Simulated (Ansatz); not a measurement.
WIr (model structure, Cmcm, No. 63, 4 atoms in the cell), treated with LDA (plane waves, PAW; Ansatz, a program for electronic structure).

Run with plane-wave cutoff 520 eV, 18×18×14 k mesh (along the axes of the cell as run), Fermi–Dirac smearing 0.05 eV, no spin polarisation, scalar-relativistic PAW data made under PBE.

Cell (relaxed at this level):

Space group Cmcm (No. 63); a = 2.7381 Å, b = 10.0915 Å, c = 4.2750 Å, α = β = γ = 90.00°

```tsv
atom	site	symmetry	x	y	z
W	4c	m2m	0.0000	0.3363	0.2500
Ir	4c	m2m	0.0000	0.0752	0.2500
```
(The calculation used a cell of 4 atoms; values per cell refer to that cell.)

Predict the bulk modulus B0.


bulk modulus B0: 357 GPa

Note: the run has no spin polarisation, so it can have missed a magnetic state; the bulk modulus is −V dP/dV from two relaxed cells at ±2 % in volume; the relaxation could raise the start's symmetry but not lower it, so the cell can be a saddle point.

Spin–orbit coupling is not included.

Static lattice: no zero-point or thermal effects.

Computing time: very roughly 23 core-minutes.

A model structure was made by putting elements into a prototype or built by hand; it is no filed structure, need not be a known phase, and can be a saddle point held by its symmetry.
